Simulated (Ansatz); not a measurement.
Base system: Os in the hcp (Mg type) structure (space group P6_3/mmc, No. 194; a = 2.729 Å, c = 4.309 Å; relaxed with 0.1 eV smearing). Axes: x lies along a and z along c of the hexagonal cell.

All numbers come from Kohn–Sham DFT with the PBEsol functional, run in Ansatz (a program for electronic structure) with PAW and 420 eV plane waves, spin-orbit coupling left out.

Before the change:

| Quantity | Value |
|---|---|
| Pressure | 0.0 GPa |
| Shortest interatomic distance | 266.9 pm |
| Band gap | zero |

Perturbation: the cell is stretched by 2.50 % along z with no lateral relaxation; the atoms relax in the strained cell.

What does the calculation give for the pressure after the change?

The pressure (mean of the normal stresses, compression positive) goes from zero to -10.2 GPa.

How does this affect the energy relative to the base?

The energy increases by 22 meV/atom.

Predict the new shortest interatomic distance.

The shortest interatomic distance goes up by 4.4 pm (266.9 pm → 271.3 pm).

How does this affect the band gap?

The band gap stays zero.

Stability against distortions was not tested. All final runs are without spin polarisation.
